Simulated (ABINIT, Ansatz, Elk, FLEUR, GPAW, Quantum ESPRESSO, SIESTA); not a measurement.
Code comparison for MnAu (Pm-3m, 2 atoms in the cell)

Self-consistent single point, at a second geometry (lattice scaled by 0.98). First geometry:

```yaml
crystal:
  lattice:
    - [3.20776, 0.00000, 0.00000]
    - [0.00000, 3.20776, 0.00000]
    - [0.00000, 0.00000, 3.20776]
  atoms:
    - { symbol: Mn, position: [0.50000, 0.50000, 0.50000], spin: 4.0 }
    - { symbol: Au, position: [0.00000, 0.00000, 0.00000] }
```
(The spins are starting values, not results.)

Shared settings, as Ansatz (a program for electronic structure) writes them: kpoints.mp_grid.grid = 10 10 10; scf.occupations.method = fermi_dirac; scf.occupations.width = 0.05 eV. Potentials and cutoffs stand in the table.

```tsv
code	model	ΔF from the first geometry (meV/atom)	pressure (GPa)	size of the net moment (μB/atom)	cutoff
Ansatz	LDA (PW92), PAW files made with PBE	-49.8	-4.77	1.96	420 eV
FLEUR	LDA (Vosko-Wilk-Nusair), all-electron FLAPW (FLEUR), scalar-relativistic valence	-47.2	–	1.96	Kmax 4.1 1/bohr
Elk	LDA (PW92), all-electron FP-LAPW, Elk's shipped species files, APW+lo basis with extra local orbitals	-58.8	–	1.95	rgkmax 8
SIESTA	LDA PW92, numerical atomic orbitals DZP, PseudoDojo LDA standard norm-conserving potentials (rewritten from UPF to PSML)	-65.3	-6.78	1.98	grid 400 Ry
GPAW	LDA (Perdew-Wang 92), GPAW PAW datasets LDA (gpaw-data 1.0.1)	-41.5	-3.18	1.95	850 eV
ABINIT	LDA (PW92), norm-conserving pseudopotentials (PseudoDojo nc-sr-04 LDA standard)	-48.9	-4.58	1.97	48 Ha
Quantum ESPRESSO	LDA (PZ), GBRV 1.5 ultrasoft (LDA) pseudopotentials	-50.8	-5.01	1.96	50 Ry
```

A dash marks a value that a program does not give, or that is left out as unsure.

On Ansatz's run: spin-orbit coupling is off. With one magnetic atom in the cell only a parallel order is possible.

The spread over the programs that give each value: ΔF from the first geometry within 23.8 meV/atom; pressure within 3.60 GPa; size of the net moment within 0.03 μB/atom.

SIESTA uses small atom-centred bases, whose incompleteness enters pressures, forces and empty levels differently from a plane-wave cutoff. FLEUR and Elk treat all electrons, but the usual bases taken here (sphere radii, linearisation, local orbitals, empty states) were not tested for convergence, so the values are no reference for the others. Ansatz's pressure is given at a fixed set of plane waves, as the other plane-wave codes print theirs; with its correction for the finite basis it is -4.68 GPa. The same LDA comes in different parametrisations, which differ slightly. In the pressure, SIESTA (by 2.11) and GPAW (by 1.50) lie more than 1 GPa from the median of the plane-wave programs.

The starting cell comes from a database of computed structures (which also holds hypothetical and non-ambient phases and stackings), without a prior relaxation at this level. For this run, on top of that: lattice scaled by 0.98.

Keys are those of Ansatz 0.2.
